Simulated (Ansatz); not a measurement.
AlBN₂ (model structure, started from the ScAlN2 type, P3m1, No. 156, 4 atoms in the cell) was calculated with HSE06 (Ansatz, a first-principles code, PAW).

Settings: plane-wave cutoff 460 eV, 12×12×6 k mesh (along the axes of the cell as run), Fermi–Dirac smearing 0.01 eV, scalar-relativistic PAW data made under PBE.

Cell (relaxed with PBEsol):

```xyz
4
Lattice="2.8497 0.0000 0.0000 -1.4249 2.4679 0.0000 0.0000 0.0000 4.6651" Properties=species:S:1:pos:R:3 pbc="T T T"
B      0.0000     1.6453     0.0888
N      0.0000     1.6453     1.6059
Al     1.4249     0.8226     2.3357
N      1.4249     0.8226     4.2268
```

**Question.** Estimate the band gap and smallest direct gap on the k points sampled that the calculation returns.

**Answer.** 
- band gap: 5.47 eV (on the SCF k mesh) (indirect)
- smallest direct gap on the k points sampled: 6.49 eV

Note: the relaxation could raise the start's symmetry but not lower it, so the cell can be a saddle point; cell and atoms aren't relaxed at this level (pressure -2.4 GPa).

Static lattice: no zero-point or thermal effects.

It cost about 4 core-minutes (a rough figure) of CPU time.

A model structure was made by putting elements into a prototype or built by hand; it is no filed structure, need not be a known phase, and can be a saddle point held by its symmetry.
